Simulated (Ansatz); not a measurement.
Take AlPt3 (space group I4/mcm, No. 140; a = 5.455 Å, c = 7.828 Å; a cell from a computed database, its experimental status unchecked) as the base. Axes: x, y, z lie along a, b, c of the conventional cell.

Calculations: Kohn–Sham DFT with the PBEsol functional, run in Ansatz (an electronic-structure program) with PAW and 420 eV plane waves, no spin-orbit coupling.

Base values:

- Shortest interatomic distance = 2.576 Å

One thing is altered: strain tensor (xx, yy, zz, yz, xz, xy) = (−0.65, +0.12, −0.56, −0.77, −0.36, −0.90) %; the atoms relax in the strained cell.

Question: Predict the new largest internal atomic displacement.

Answer: The largest internal atomic displacement amounts to 0.028 Å.

Question: Predict the new shortest interatomic distance.

Answer: The shortest interatomic distance decreases by 0.0175 Å, from 2.576 Å to 2.559 Å.

Question: What does the calculation give for the energy relative to the base after the change?

Answer: The energy increases by 4.2 meV/atom.

Without a gap, meshes like the base's 12×12×12 leave anisotropic stresses uncertain by several tenths of a GPa, and small strain energies with them. No phonon test of stability was made. The final runs are not spin-polarised.
